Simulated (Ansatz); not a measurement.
We consider white tin (β-Sn), described by r²SCAN+SOC in Ansatz (PAW).

Output (set-up and result lines):

```
Crystal: 2 atoms, lattice volume = 55.162 Å³
Basis set: ecut = 560 eV, 1675 PW (Γ), exchange–correlation on 108×108×108 points (27 copies of the dense FFT grid, shifted against one another)
Bands: 36, of which v1, the nominal top of the filled ones, is band 28 counted from 1 (27 counted from 0)
Symmetry: 16 space group operations + 16 with time reversal
k-points: 641 of 8000
Initial density: superposition of atomic densities (chi_scale 0.1, normalization cell)
Functional: x = r2scan, c = r2scan; τ floored in thin density (d = 2e-4 eV/Å³)
spin=Noncollinear: Kerker preconditioning applied to the charge; magnetization (m_x, m_y, m_z) channels mix plain (no charge-response kernel on spin).
SCF 1 converged in 9 iterations: F = -12056.626011 eV  dr2 = 9.81e-11
SCF converged after 9 iterations
Free energy (F): -12056.626011 eV
Internal energy: -12056.619152 eV  (E = F + TS)
E sigma→0 (E₀):  -12056.622581 eV
Fermi energy:    10.414891 eV
--- Forces (eV/Å), atoms counted from 1 ---
  atom   1  Sn     0.00000000     0.00000000    -0.00000000
  atom   2  Sn     0.00000000     0.00000000     0.00000000
--- Stress (GPa, compression-positive) ---
        0.001439       0.000000       0.000000
        0.000000       0.001439      -0.000000
        0.000000      -0.000000      -0.000751
  P = ⅓ Tr σ = 0.0007 GPa (0.007 kbar)
```

Task: Write an input file that produces this run.

Result: This is not unique; one that fits is 
Ansatz 0.2 input:
```yaml
crystal:
  lattice:
    - [-2.9420857468, 2.9420857468, 1.5932068347]
    - [2.9420857468, -2.9420857468, 1.5932068347]
    - [2.9420857468, 2.9420857468, -1.5932068347]
  atoms:
    - { symbol: Sn, position: [0.25, 0.75, 0.5] }
    - { symbol: Sn, position: [0.0, 0.0, 0.0] }
basis:
  ecutwfc: 560
  ecutrho_ratio: 4
  xc_grid: 3
kpoints:
  mp_grid: { grid: [20, 20, 20] }
hamiltonian:
  xc: r2scan
  dispersion: none
  pseudopotentials: { kind: paw }
scf:
  occupations: { method: fermi_dirac, width: 0.05 }
  convergence: { dr2_threshold: 0.0000000002 }
output:
  forces: true
  stress: true
  eigenvalues: true
magnetization:
  noncollinear: true
  spin_orbit: true
```

The PAW data were made under PBE.

It cost about 19 core-minutes (a rough figure) of CPU time.

Ansatz is a program for electronic structure.
